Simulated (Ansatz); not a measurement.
BaF2 under a change: isotropic strain −2.75 %

Start from BaF2 in the fluorite structure (space group Fm-3m, No. 225; a = 6.137 Å).

It is then changed as follows: every lattice vector is shortened by 2.75 %; the atoms relax in the strained cell.

Method: PBEsol, PAW, 420 eV (Ansatz, a program for electronic structure; without spin-orbit coupling). Γ-centred 9×9×9 mesh, Fermi–Dirac width 0.05 eV.

| quantity | base | changed | shift |
|---|---|---|---|
| volume per atom | 19.27 Å³ | 17.72 Å³ | -1.55 Å³ |
| shortest interatomic distance | 2.658 Å | 2.584 Å | -0.0731 Å |
| energy relative to the base (free energy F) | 0 meV/atom | +28 meV/atom | +28 meV/atom |
| pressure | 0.00 GPa | 6.32 GPa | +6.32 GPa |
| band gap | 6.83 eV | 7.17 eV | +0.34 eV |
| gap character | indirect, K–Γ (36 % along) → Γ | indirect, K–Γ (36 % along) → Γ | – |
| smallest direct gap | 6.95 eV | 7.36 eV | +0.415 eV |
| mean gap deformation potential ΔEg/Δln V | – | -4.1 eV | – |
| width of the top valence band | 0.26 eV | 0.40 eV | +0.14 eV |
| electron mass | 0.48 mₑ (at Γ) | 0.47 mₑ (at Γ) | – |
| valley order (the lowest conduction-band minima on the path, energy above the VBM, named in the base's zone) | Γ 6.83 eV; X along ⟨100⟩ 7.29 eV | Γ 7.17 eV; X along ⟨100⟩ 7.39 eV | – |

Final structure:

```
CELL_PARAMETERS angstrom
      0.00000     2.98432     2.98432
      2.98432     0.00000     2.98432
      2.98432     2.98432     0.00000
ATOMIC_POSITIONS crystal
  Ba 0.00000 0.00000 0.00000
  F  0.25000 0.25000 0.25000
  F  0.75000 0.75000 0.75000
```

Masses are band curvatures over ±0.01 Å⁻¹ around the edge. Stability against distortions was not tested.
